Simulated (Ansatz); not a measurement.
Base system: BeTe in the zinc blende structure (space group F-43m, No. 216; a = 5.5542 Å).

Calculations: LDA (Ansatz, a first-principles code; PAW; 420 eV plane waves; no SOC).

Base values:

| Item | Value |
|---|---|
| Band gap | 1.79 eV |
| Hole mass | 0.20, 0.32, 0.32 mₑ (at Γ) |
| Electron mass | 1.3 mₑ along k, 0.24 mₑ across (at X) |

Modification: an isotropic linear strain of +0.50 %, atoms relaxed at fixed cell.

Question: What does the calculation give for the band gap after the change?

Answer: The band gap goes up by 0.04 eV, from 1.79 eV to 1.83 eV.

Question: What does the calculation give for the hole mass after the change?

Answer: The hole mass (degenerate bands, along [100]) goes from 0.20, 0.32, 0.32 mₑ (at Γ) to 0.20, 0.33, 0.33 mₑ (at Γ).

Question: Predict the new electron mass.

Answer: The electron mass changes from 1.3 mₑ along k, 0.24 mₑ across (at X) to 1.4 mₑ along k, 0.25 mₑ across (at X).

Spin-orbit coupling, missing from the scalar runs, can matter with Te. Masses are band curvatures over ±0.01 Å⁻¹ around the edge. Along k means along the line from Γ to the band edge. No phonon test of stability was made.
